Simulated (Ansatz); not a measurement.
**SiO2 (P4₁2₁2, No. 92): equilibrium lattice constant a by level of theory**

No measured value is used here.

```json
[
 {"level (code)": "PBE (Ansatz)", "value (Å)": "5.084"},
 {"level (code)": "PBE-D3(BJ) (Ansatz)", "value (Å)": "4.942"},
 {"level (code)": "HSE06 (Ansatz)", "value (Å)": "___"}
]
```

Q: Complete the blanks.

A: 
- HSE06 (Ansatz, a quantum-chemistry and plane-wave program), value (Å): 5.064

Cutoffs and k meshes differ between the levels. Ansatz's density-functional and Hartree–Fock values are scalar-relativistic unless marked +SOC, with PAW data made under PBE.
